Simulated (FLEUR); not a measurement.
# Convergence study of the k-point mesh for Li (Im-3m, 1 atom in the cell)

```yaml
crystal:
  lattice:
    - [-1.75023, 1.75023, 1.75023]
    - [1.75023, -1.75023, 1.75023]
    - [1.75023, 1.75023, -1.75023]
  atoms:
    - { symbol: Li, position: [0.00000, 0.00000, 0.00000] }
```

Method: PBEsol, all-electron FLAPW (FLEUR), scalar-relativistic valence.

Base settings: Kmax = 3.8 1/bohr; GmaxXC = 15.2 1/bohr; xcFunctional = PBEs; jspins = 1; l_soc = F; mode = hist; fermiSmearingEnergy = 0.00367493 Htr; mesh (inpgen div1-3) = 9 9 9; inpgen gamma flag = false; Gmax = 15.2 1/bohr.

Moved along: kpt_gamma.

The second cell is the first with its lattice scaled by 0.98.

Only quantities that move along the ladder and can be compared are tabulated.

Core times come from one kind of shared machine, to one figure; runs under 30 s give none.

The starting cell has typed, rounded lattice constants, without a prior relaxation at this level. Its lattice was rescaled by up to half a per cent. Values depend on the basis (sphere radii, cutoffs, local orbitals), which need not be converged.

| kpt_div | free energy less the last step's (meV/atom) | energy of the compressed cell less the first (meV/atom) | core time / last (rough) |
|---|---|---|---|
| 2 2 2 | 688.10 | -3.25 | – |
| 4 4 4 | 104.14 | 2.00 | – |
| 5 5 5 | -8.22 | -2.94 | – |
| 6 6 6 | 21.20 | -1.74 | – |
| 7 7 7 | -2.59 | -2.63 | – |
| 8 8 8 | 6.54 | -2.48 | – |
| 9 9 9 | -3.52 | -2.72 | – |
| 10 10 10 | 4.23 | -2.46 | – |
| 11 11 11 | -2.44 | -2.83 | – |
| 13 13 13 | -0.47 | -2.79 | – |
| 14 14 14 | 0.23 | -2.59 | – |
| 17 17 17 | 0.40 | -2.64 | – |
| 19 19 19 | 0.18 | -2.66 | – |
| 21 21 21 | 0.10 | -2.67 | – |
| 23 23 23 | 0.09 | -2.68 | – |
| 26 26 26 | -0.05 | -2.69 | – |
| 29 29 29 | 0.00 | -2.68 | 0.3 |
| 32 32 32 | 0.01 | -2.68 | 0.4 |
| 35 35 35 | 0.00 | -2.68 | 0.5 |
| 39 39 39 | 0.00 | -2.68 | 0.7 |
| 43 43 43 | 0.00 | -2.68 | 1 |

Coarsest kpt_div that holds the free energy within 2 meV/atom of the last step, with all finer ones: 13 13 13; the step before is off by 2.4 meV/atom.

Coarsest kpt_div that holds the energy of the compressed cell less the first within 2 meV/atom of the last step, with all finer ones: 5 5 5; the step before is off by 4.7 meV/atom.

The energy difference between the two cells stays within 1 meV/atom of the last step's from 5 5 5 on, the total only from 13 13 13 on: much of the error is common to both cells and cancels.

Left out of this page: 1 run of the series failed or unconverged.
